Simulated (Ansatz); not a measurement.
A (4,4) carbon nanotube has 16 atoms in a period of 2.465 Å, a mean diameter of 5.54 Å, and lies 269 meV/atom over the flat sheet relaxed at the same level.

Method: PBE (plane waves to 420 eV, PAW; Ansatz, a first-principles code). Mesh 1×1×30. No spin polarisation. It repeats along c; a and b span vacuum. An idealised model, rolled from the flat sheet. Symmetry and one short period hold its shape; lower forms weren't sought.

Problem. Which bending rigidity of the sheet does this imply in the thin-plate picture?

Solution. A plate bent to radius R stores D/(2R²) an area. The area an atom is π × 5.54 × 2.465/16 = 2.68 Å², so the stored energy is 0.269/2.68 = 0.1004 eV/Å². With R = 2.770 Å, D = 2R² × 0.1004 = 1.5 eV. At this curvature the harmonic plate is a rough guide.
